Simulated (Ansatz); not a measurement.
## What isotropic strain +2.40 % does to BaTiO3

The reference is BaTiO3 in the cubic perovskite structure (space group Pm-3m, No. 221; a = 3.935 Å).

Now apply this change: an isotropic linear strain of +2.40 %, atoms relaxed at fixed cell.

Calculations: LDA/PAW in Ansatz (a quantum-chemistry and plane-wave program), no spin-orbit coupling. Settings: 8×8×8 k-points, 0.05 eV Fermi–Dirac smearing.

The space group is still Pm-3m (No. 221) and the shortest interatomic distance goes up by 0.047 Å (1.967 Å → 2.014 Å). The energy rises by 36 meV/atom and the pressure falls by 11.86 GPa, from -0.01 GPa to -11.87 GPa. The band gap decreases by 0.14 eV (1.83 eV → 1.69 eV) and the gap character stays indirect, R → Γ. The smallest direct gap falls by 0.06 eV, from 1.87 eV to 1.81 eV and the mean gap deformation potential ΔEg/Δln V is -2.0 eV. The width of the top valence band shrinks by 0.03 eV, from 0.99 eV to 0.96 eV.

Final structure:

```xyz
5
Lattice="4.0290 0.0000 0.0000 0.0000 4.0290 0.0000 0.0000 0.0000 4.0290" Properties=species:S:1:pos:R:3 pbc="T T T"
Ba     0.0000     0.0000     0.0000
Ti     2.0145     2.0145     2.0145
O      2.0145     0.0000     2.0145
O      0.0000     2.0145     2.0145
O      2.0145     2.0145     0.0000
```

Whether these cells are dynamically stable was not tested. All final runs are without spin polarisation. Many cubic perovskites are stable only at high temperature; tilts and polar distortions were not tested. This is not the structure that BaTiO3 has at room temperature and ambient pressure.
